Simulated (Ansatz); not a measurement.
## Carrier doping in hypothetical P6_422 GaN

Start from GaN (space group P6_422, No. 181; a = 3.164 Å, c = 7.439 Å; a hypothetical phase, not in the database extracts checked).

Carriers are added at fixed cell with a uniform background; the Fermi–Dirac width is that of 300 K.

Levels (all Ansatz, a first-principles code, PAW): PBE (420 eV, no spin-orbit coupling); PBEsol (420 eV, without spin-orbit coupling).

The base cell above is that of PBE; each level relaxes its own structures.

```json
[
 {"case": "electrons 2.0×10^21 cm⁻³", "gap between the host's bands, PBE": "1.17 eV", "gap between the host's bands, PBEsol": "1.45 eV"},
 {"case": "electrons 3.0×10^21 cm⁻³", "gap between the host's bands, PBE": "1.17 eV", "gap between the host's bands, PBEsol": "___"},
 {"case": "electrons 1.0×10^22 cm⁻³", "gap between the host's bands, PBE": "1.12 eV", "gap between the host's bands, PBEsol": "___"},
 {"case": "electrons 2.0×10^22 cm⁻³", "gap between the host's bands, PBE": "1.06 eV", "gap between the host's bands, PBEsol": "1.36 eV"},
 {"case": "holes 2.0×10^21 cm⁻³", "gap between the host's bands, PBE": "1.23 eV", "gap between the host's bands, PBEsol": "___"},
 {"case": "holes 3.0×10^21 cm⁻³", "gap between the host's bands, PBE": "1.25 eV", "gap between the host's bands, PBEsol": "1.51 eV"},
 {"case": "holes 1.0×10^22 cm⁻³", "gap between the host's bands, PBE": "1.35 eV", "gap between the host's bands, PBEsol": "1.61 eV"},
 {"case": "holes 2.0×10^22 cm⁻³", "gap between the host's bands, PBE": "1.51 eV", "gap between the host's bands, PBEsol": "___"}
]
```

Problem. What belongs in the blanks?

Solution. 
- electrons 3.0×10^21 cm⁻³, gap between the host's bands, PBEsol: 1.45 eV
- electrons 1.0×10^22 cm⁻³, gap between the host's bands, PBEsol: 1.41 eV
- holes 2.0×10^21 cm⁻³, gap between the host's bands, PBEsol: 1.50 eV
- holes 2.0×10^22 cm⁻³, gap between the host's bands, PBEsol: 1.75 eV

PBE lies below PBEsol in every row, by 0.24 eV to 0.30 eV. They put the cases in the same order.

Carriers are added with a uniform compensating background; total energy and stress of such cells depend on the potential's zero and are not compared; many-body gap narrowing is missing at this level. Stability against distortions was not tested. The base started in P3_121 and relaxed to P6_422 at this level.
